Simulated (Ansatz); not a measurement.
The parent structure is PbS in the rock salt structure (space group Fm-3m, No. 225; a = 5.903 Å).

Calculations: PBEsol (Ansatz, an electronic-structure program; PAW; 420 eV plane waves; spin-orbit coupling left out).

One change was made to it. Results:

The density rises by 0.09 g/cm³ (7.73 g/cm³ → 7.82 g/cm³); the shortest interatomic distance decreases by 0.011 Å to 2.940 Å.

### Question
Name the change that was made.
A. pressure 0.7 GPa
B. pressure 1.5 GPa
C. pressure 10 GPa
D. pressure −2 GPa
E. pressure 0.3 GPa

### Answer
A, pressure 0.7 GPa. For comparison, the density in the other runs: pressure 0.3 GPa gives 7.77 g/cm³; pressure −2 GPa gives 7.45 g/cm³; pressure 1.5 GPa gives 7.91 g/cm³; pressure 10 GPa gives 8.78 g/cm³.

Load acts through the strain it causes; cell and atoms are relaxed under it. Whether these cells are dynamically stable was not tested. Competing high-pressure phases were not computed. The base started in P3_121 and relaxed to Fm-3m at this level. All final runs are without spin polarisation.
